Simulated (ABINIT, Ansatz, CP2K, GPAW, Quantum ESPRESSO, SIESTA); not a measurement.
One structure in several programs: HfBRh3 (Pm-3m, 5 atoms in the cell)

Self-consistent single point, at a second geometry (lattice scaled by 0.98). First geometry:

```yaml
crystal:
  lattice:
    - [4.09526, 0.00000, 0.00000]
    - [0.00000, 4.09526, 0.00000]
    - [0.00000, 0.00000, 4.09526]
  atoms:
    - { symbol: Hf, position: [0.00000, 0.00000, 0.00000] }
    - { symbol: B, position: [0.50000, 0.50000, 0.50000] }
    - { symbol: Rh, position: [0.00000, 0.50000, 0.50000] }
    - { symbol: Rh, position: [0.50000, 0.00000, 0.50000] }
    - { symbol: Rh, position: [0.50000, 0.50000, 0.00000] }
```

Shared settings, as Ansatz (an electronic-structure program) writes them: kpoints.mp_grid.grid = 6 6 6; scf.occupations.method = gaussian; scf.occupations.width = 0.05 eV. Potentials and cutoffs stand in the table.

```
code                                                                                                                                      model  ΔF from the first geometry (meV/atom)  pressure (GPa)       cutoff
----------------  -----------------------------------------------------------------------------------------------------------------------------  -------------------------------------  --------------  -----------
SIESTA            GGA PBEsol, numerical atomic orbitals DZP, PseudoDojo PBEsol standard norm-conserving potentials (rewritten from UPF to PSML)                                   28.9           14.36  grid 400 Ry
Ansatz                                                                                                          PBEsol, PAW files made with PBE                                   24.0           13.20       420 eV
Quantum ESPRESSO                                                                           PBEsol, GBRV 1.5 ultrasoft (PBESOL) pseudopotentials                                   23.5           11.66        40 Ry
CP2K                                                                 PBEsol, GPW, DZVP-MOLOPT-SR-GTH basis, GTH-PBE potentials (GTH_POTENTIALS)                                   32.9           15.22  grid 500 Ry
ABINIT                                                                                       PBEsol, PAW (JTH v2.0 PBE PAW, files made for PBE)                                   23.4           12.97        21 Ha
GPAW                                                                                      PBEsol, GPAW PAW datasets PBEsol (made by gpaw-setup)                                   31.2               –       900 eV
```

For Quantum ESPRESSO (by 1.4 GPa) the energy change implies a higher mean pressure, against the two pressures, than for the other programs: a sign of finite-basis (Pulay) stress.

A dash marks a value that a program does not give, or that is left out as unsure.

On Ansatz's run: spin-orbit coupling is off. Spin polarisation is off.

The spread over the programs that give each value: ΔF from the first geometry within 9.5 meV/atom; pressure within 3.56 GPa.

SIESTA and CP2K use small atom-centred bases, whose incompleteness enters pressures, forces and empty levels differently from a plane-wave cutoff. Ansatz's pressure is given at a fixed set of plane waves, as the other plane-wave codes print theirs; with its correction for the finite basis it is 13.33 GPa. The pressure of GPAW is left out: its cutoff lies under the one at which its stress was checked. In the pressure, SIESTA (by 1.38), Quantum ESPRESSO (by 1.31) and CP2K (by 2.25) lie more than 1 GPa from the median of the plane-wave programs.

The starting cell comes from a database of computed structures (which also holds hypothetical and non-ambient phases and stackings), without a prior relaxation at this level. For this run, on top of that: lattice scaled by 0.98.

Left out of this page: Elk and FLEUR (not drawn, or without a comparable value).

Keys are those of Ansatz 0.2.
